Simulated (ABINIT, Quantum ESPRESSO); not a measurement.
A Quantum ESPRESSO input for a self-consistent single point of ZrS₂ (P-3m1, 3 atoms in the cell) (DFT, LDA (PZ), plane waves, GBRV 1.5 ultrasoft (LDA) pseudopotentials):

```fortran
&CONTROL
 calculation = 'scf'
 prefix = 'run'
 outdir = './out'
 pseudo_dir = './'
 tprnfor = .true.
 tstress = .true.
/
&SYSTEM
 ibrav = 4
 celldm(1) = 7.1145134337
 celldm(3) = 1.636536920055
 nat = 3
 ntyp = 2
 ecutwfc = 40
 ecutrho = 320
 occupations = 'fixed'
 nbnd = 18
/
&ELECTRONS
 conv_thr = 1.0d-10
/
ATOMIC_SPECIES
Zr    91.2240  zr_lda_v1.uspp.F.UPF
S     32.0600  s_lda_v1.4.uspp.F.UPF
ATOMIC_POSITIONS {angstrom}
Zr    0.0000000000    0.0000000000    0.0000000000
S     1.8824191879    1.0868152249    4.6954628307
S     0.0000000000    2.1736304497    1.4658341693
K_POINTS {automatic}
8 8 5  0 0 0
```

Problem. Give the ABINIT input for the same structure, mesh, smearing and functional.

Solution. One input that does it (others would too):

```
# ZrS2, JTH v2.0 LDA PAW
pp_dirpath "./"
pseudos "Zr.LDA_PW-JTH.xml, S.LDA_PW-JTH.xml"
acell 3*1.0
rprim
         7.1145134337   -0.0000001648    0.0000000000
        -3.5572565741    6.1613494515    0.0000000000
         0.0000000000    0.0000000000   11.6431639025
natom 3
ntypat 2
znucl 40 16
typat 1 2 2
xcart
         0.0000000000    0.0000000000    0.0000000000
         1.8824192131    1.0868151813    4.6954628307
         0.0000000503    2.1736304497    1.4658341693
      Angstrom
ecut 42 Ry
pawecutdg 84 Ry
pawxcdev 0
occopt 1
nband 14
kptopt 1
ngkpt 8 8 5
nshiftk 1
shiftk 0 0 0
nstep 80
toldfe 1.0e-09
diemac 4
prtwf 0
prtden 0
prtvol 1
```

Basis settings and potentials, where a program has them, do not carry over. This input uses DFT, LDA (PW92), plane waves, PAW (JTH v2.0 LDA PAW). LDA parametrisations can differ slightly between programs.

The starting cell comes from a database of computed structures (which also holds hypothetical and non-ambient phases and stackings), without a prior relaxation at this level. Its lattice was rescaled by a random factor within 2.5 % of one.
